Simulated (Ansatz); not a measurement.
Take TiN in the rock salt structure (space group Fm-3m, No. 225) as the base.

```yaml
crystal:
  lattice:
    - [0.00000, 2.12346, 2.12346]
    - [2.12346, 0.00000, 2.12346]
    - [2.12346, 2.12346, 0.00000]
  atoms:
    - { symbol: N, position: [0.00000, 0.00000, 0.00000] }
    - { symbol: Ti, position: [0.50000, 0.50000, 0.50000] }
```

The values are results of plane-wave PAW DFT at the PBE level (Ansatz, a first-principles code, 420 eV), without spin-orbit coupling, not measurements.

Base values:

Volume per atom: 9.57 Å³

Modification: a negative pressure, −1 GPa.

Question: What happens to the volume per atom?

Answer: The volume per atom goes up by 0.035 Å³ (9.57 Å³ → 9.61 Å³).

Load acts through the strain it causes; cell and atoms are relaxed under it. Whether these cells are dynamically stable was not tested. All final runs are without spin polarisation. An odd electron count without spin: TiN.
